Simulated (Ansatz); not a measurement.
Fluorite AuAl2, treated with PBEsol (PAW; Ansatz, an electronic-structure program).

Numerical settings: plane-wave cutoff 520 eV, 16×16×16 k mesh, Fermi–Dirac smearing 0.05 eV, scalar-relativistic PAW data made under PBE.

Results at a series of volumes:

```
V (Å³/atom)  E − E_lowest (meV/atom)  P (GPa)
-----------  -----------------------  -------
16.946                         26.18     8.23
17.306                         11.18     5.17
17.667                          2.69     2.43
18.027                          0.00     0.00
18.388                          2.49    -2.17
18.748                          9.60    -4.11
19.109                         20.81    -5.82
```

### Question
Fit the third-order Birch–Murnaghan equation and give B0 and B′.

### Answer
V0 = 18.027 Å³/atom, B0 = 115 GPa, B′ = 4.7 (fit to the energies at full precision).

Spin–orbit coupling is not included; it can shift volumes and moduli of such heavy elements.

Computing time: very roughly 80 core-seconds.
